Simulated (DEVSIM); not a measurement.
System: abrupt Si n-p junction, at 250 K.

| layer (left to right) | material | thickness (μm) | Nd (cm⁻³) | Na (cm⁻³) | τn (s) | τp (s) |
|---|---|---|---|---|---|---|
| 1 | Si | 7.70 | 1.6e16 | - | 0.00012 | 0.00012 |
| 2 | Si | 2.70 | - | 1.4e14 | 0.00012 | 0.00012 |

Left contact: ohmic. Right contact: ohmic. Voltage is applied to the left contact. Recombination: SRH at mid-gap, radiative. Mobility is μmin + (μ − μmin)/(1 + (N/Nref)^α).

This is a model device: material constants are rounded textbook-type values typed into the input, and sizes, dopings and lifetimes were drawn at random. Values at 300 K; Nc and Nv go as T^1.5, mobilities as T to minus their exponent, the gap by Varshni's rule with the affinity fixed.

| parameter | Si |
|---|---|
| gap (eV) | 1.124 |
| affinity (eV) | 4.05 |
| permittivity | 11.7 |
| Nc (cm⁻³) | 2.86e19 |
| Nv (cm⁻³) | 3.1e19 |
| μn (cm²/Vs) | 1417 |
| μp (cm²/Vs) | 470 |
| μn,min | 52 |
| μp,min | 45 |
| Nref,n | 9.7e16 |
| Nref,p | 2.2e17 |
| αn | 0.68 |
| αp | 0.72 |
| T exponent of μn | 2.3 |
| T exponent of μp | 2.2 |
| B (cm³/s) | 4.7e-15 |
| Varshni α (eV/K) | 0.000473 |
| Varshni β (K) | 636 |

Simulated with DEVSIM: 1D drift-diffusion, Boltzmann statistics, complete ionisation; no tunnelling, impact ionisation, image-force lowering or self-heating.

The doping Na of layer 2 was swept, all else fixed.

| doping Na of layer 2 (cm^-3) | dark forward voltage at 100 A/cm² (V) | largest field in the device at zero bias (V/cm) | potential step across the device at zero bias (V) | dark forward voltage at 1 A/cm² (V) |
|---|---|---|---|---|
| 4.2e12 | 0.762 | 6500 | 0.646 | 0.511 |
| 1.4e13 | 0.750 | 6600 | 0.672 | [?] |
| 4.2e13 | 0.750 | 6800 | 0.695 | 0.561 |
| 1.4e14 | 0.754 | 7700 | 0.721 | 0.587 |
| 4.2e14 | 0.762 | 10000 | 0.745 | 0.612 |
| 1.4e15 | 0.775 | 17000 | 0.771 | 0.639 |
| 4.2e15 | 0.790 | 28000 | 0.795 | 0.665 |

Problem. Some entries are withheld; supply them.

Solution. 
- 1.4e13, dark forward voltage at 1 A/cm² (V): 0.537
